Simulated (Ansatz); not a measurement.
System: Mg2C (model structure, started from the fluorite type, Fm-3m, No. 225, 3 atoms in the cell; like a known high-pressure phase). Method: r²SCAN (Ansatz, a program for electronic structure, PAW).

Numerical settings: plane-wave cutoff 560 eV, 18×18×18 k mesh, Fermi–Dirac smearing 0.05 eV, scalar-relativistic PAW data made under PBE.

Cell (relaxed with PBEsol):

```yaml
crystal:
  lattice:
    - [0.00000, 2.71164, 2.71164]
    - [2.71164, 0.00000, 2.71164]
    - [2.71164, 2.71164, 0.00000]
  atoms:
    - { symbol: C, position: [0.00000, 0.00000, 0.00000] }
    - { symbol: Mg, position: [0.25000, 0.25000, 0.25000] }
    - { symbol: Mg, position: [0.75000, 0.75000, 0.75000] }
```

### Question
Give the computed band gap.

### Answer

* **band gap**: 1.11 eV (on the SCF k mesh)

Computing time: around 12 core-seconds (rough).

A model structure was made by putting elements into a prototype or built by hand; here it ended with the formula and space group of a phase in our tables.
